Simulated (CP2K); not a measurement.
Checking a run of CP2K on CuAgO2 (P-1, 4 atoms in the cell). The aim is a self-consistent single point with DFT PBEsol, GPW, DZVP-MOLOPT-SR-GTH basis, GTH-PBE potentials (GTH_POTENTIALS).

The input file:

```
&GLOBAL
  PROJECT run
  RUN_TYPE ENERGY_FORCE
  PRINT_LEVEL MEDIUM
&END GLOBAL
&FORCE_EVAL
  METHOD Quickstep
  STRESS_TENSOR ANALYTICAL
  &DFT
    BASIS_SET_FILE_NAME BASIS_MOLOPT
    POTENTIAL_FILE_NAME GTH_POTENTIALS
    &QS
      METHOD GPW
      EPS_DEFAULT 1E-11
    &END QS
    &MGRID
      CUTOFF 600
      REL_CUTOFF 50
      NGRIDS 5
    &END MGRID
    &SCF
      SCF_GUESS ATOMIC
      EPS_SCF 1E-6
      MAX_SCF 100
      ADDED_MOS 7
      &DIAGONALIZATION
        ALGORITHM STANDARD
      &END DIAGONALIZATION
      &MIXING
        METHOD BROYDEN_MIXING
        ALPHA 0.4
        NBUFFER 8
      &END MIXING
      &SMEAR ON
        METHOD METHFESSEL_PAXTON
        SIGMA [eV] 0.05
      &END SMEAR
    &END SCF
    &KPOINTS
      SCHEME MACDONALD 6 4 4 0.08333333333 0.125 0.125
    &END KPOINTS
    &XC
      &XC_FUNCTIONAL
        &PBE
          PARAMETRIZATION PBESOL
        &END PBE
      &END XC_FUNCTIONAL
    &END XC
    &PRINT
      &MO
        EIGENVALUES T
        OCCUPATION_NUMBERS T
        NDIGITS 8
        FILENAME mo
        &EACH
          QS_SCF 0
        &END EACH
        ADD_LAST NUMERIC
      &END MO
      &MULLIKEN ON
      &END MULLIKEN
    &END PRINT
  &END DFT
  &SUBSYS
    &CELL
      A 5.54096000 0.00000000 0.00000000
      B 2.31069100 7.01842600 0.00000000
      C 2.70084400 1.58733600 7.87754600
      PERIODIC XYZ
    &END CELL
    &COORD
      SCALED
      Cu       0.50000000     0.50000000     0.50000000
      Ag       0.00000000     0.00000000     0.00000000
      O        0.16919000     0.33707000     0.28355000
      O        0.83081000     0.66293000     0.71645000
    &END COORD
    &KIND Cu
      BASIS_SET DZVP-MOLOPT-SR-GTH-q11
      POTENTIAL GTH-PBE-q11
    &END KIND
    &KIND Ag
      BASIS_SET DZVP-MOLOPT-SR-GTH-q11
      POTENTIAL GTH-PBE-q11
    &END KIND
    &KIND O
      BASIS_SET DZVP-MOLOPT-SR-GTH-q6
      POTENTIAL GTH-PBE-q6
    &END KIND
  &END SUBSYS
  &PRINT
    &FORCES ON
    &END FORCES
    &STRESS_TENSOR ON
    &END STRESS_TENSOR
  &END PRINT
&END FORCE_EVAL
```

The program printed (abridged):

```
 GLOBAL| Method name                                                        CP2K
 GLOBAL| Project name                                                        run
 GLOBAL| Run type                                                   ENERGY_FORCE

   [... lines left out ...]
 BRILLOUIN| List of Kpoints [2 Pi/Bohr]                                       96
 BRILLOUIN| Number           Weight            X              Y              Z
 BRILLOUIN|     1           0.01042       -0.33333       -0.25000       -0.25000
 BRILLOUIN|     2           0.01042       -0.33333       -0.25000        0.00000
 BRILLOUIN|     3           0.01042       -0.33333       -0.25000        0.25000
   [... 93 lines left out ...]
 *******************************************************************************

 Extrapolation method: initial_guess

 Re-scaling the density matrix to get the right number of electrons
                  # Electrons              Trace(P)               Scaling factor
                           34                34.000                        1.000

 Number of electrons:                                                         34
 Number of occupied orbitals:                                                 17
 Number of molecular orbitals:                                                24

 Number of orbital functions:                                                 76
 Number of independent orbital functions:                                     76
 SCF WAVEFUNCTION OPTIMIZATION

  Step     Update method      Time    Convergence         Total energy    Change
     1 NoMix/Diag. 0.40E+00      -     0.73337460      -116.1449085580 -1.16E+02
     2 Broy./Diag. 0.40E+00      -     1.88890862      -114.9067956007  1.24E+00
     3 Broy./Diag. 0.40E+00      -     1.92510156      -126.5643195439 -1.17E+01
     4 Broy./Diag. 0.40E+00      -     0.67175353      -111.8319999205  1.47E+01
     5 Broy./Diag. 0.40E+00      -     0.36678175      -114.1036394881 -2.27E+00
     6 Broy./Diag. 0.40E+00      -     0.52030292      -114.4427078355 -3.39E-01
   [... 46 lines left out ...]
    53 Broy./Diag. 0.40E+00      -     0.00000189      -116.2838806973  9.39E-07
    54 Broy./Diag. 0.40E+00      -     0.00000173      -116.2838797208  9.76E-07
    55 Broy./Diag. 0.40E+00      -     0.00000118      -116.2838786120  1.11E-06
    56 Broy./Diag. 0.40E+00      -     0.00000091      -116.2838803377 -1.73E-06
  *** SCF run converged in    56 steps ***

  Overlap energy of the core charge distribution:               0.00000000000000
  Self energy of the core charge distribution:               -207.33846773331450
  Core Hamiltonian energy:                                     65.21153749330806
  Hartree energy:                                              45.55764589820993
  Exchange-correlation energy:                                -19.71389715898704
  Smearing free energy correction:                             -0.00069883609117
  Fermi energy:                                                -0.14674204401639

  Total energy:                                              -116.28388033771569

                     Mulliken Population Analysis

   [... lines left out ...]
 STRESS|                        x                   y                   z
 STRESS|      x       -2.96806959746E+04  -5.44726110883E+02  -6.02965881211E+02
 STRESS|      y       -5.44726110883E+02  -1.90394720307E+04  -1.05973963367E+04
 STRESS|      z       -6.02965881211E+02  -1.05973963367E+04  -1.51661546585E+04
 STRESS| 1/3 Trace                                            -2.12954408879E+04
```

Task: Is anything amiss in this input, and did it matter?

Result: The run is not sound. The fault is this: cell typed in bohr and read as Angstrom. Bohr and ångström differ by a factor of 1.89; the cell that the program reads is then far too large or far too small. To fix it, give the lengths in the unit that the key or card expects. The run converged in 56 iterations without an error; against the sound input the free energy rises by 3.68 eV/atom, the pressure goes from -0.34 to -2.13 GPa and the largest force goes from 0.226 to 0.419 eV/Å.

The sound input it was made from differs as follows (other fixes are possible):
```diff
-      A 5.54096000 0.00000000 0.00000000
-      B 2.31069100 7.01842600 0.00000000
-      C 2.70084400 1.58733600 7.87754600
+      A 2.93215000 0.00000000 0.00000000
+      B 1.22276500 3.71399100 0.00000000
+      C 1.42922500 0.83998200 4.16861800
```

With that input, the run converged in 15 iterations: free energy E − TS -3178.9722 eV; Fermi level (on the code's own zero) 5.46 eV; pressure -0.34 GPa; largest force (vector length) 0.226 eV/Å (DFT PBEsol, GPW, DZVP-MOLOPT-SR-GTH basis, GTH-PBE potentials (GTH_POTENTIALS)).

On the sound input: the starting cell comes from a database of computed structures (which also holds hypothetical and non-ambient phases and stackings), without a prior relaxation at this level. Spin polarisation is off, so a magnetic state, if there is one, cannot be reached. Values carry the incompleteness of an atom-centred basis. The potentials were made for another functional than the one used. The run gives no clean gap (levels at the Fermi energy touch, overlap or are partly filled at this smearing), which alone does not show that the compound is a metal. Without a gap this mesh is coarse (it stands for a supercell whose shortest vector is 16 Å).
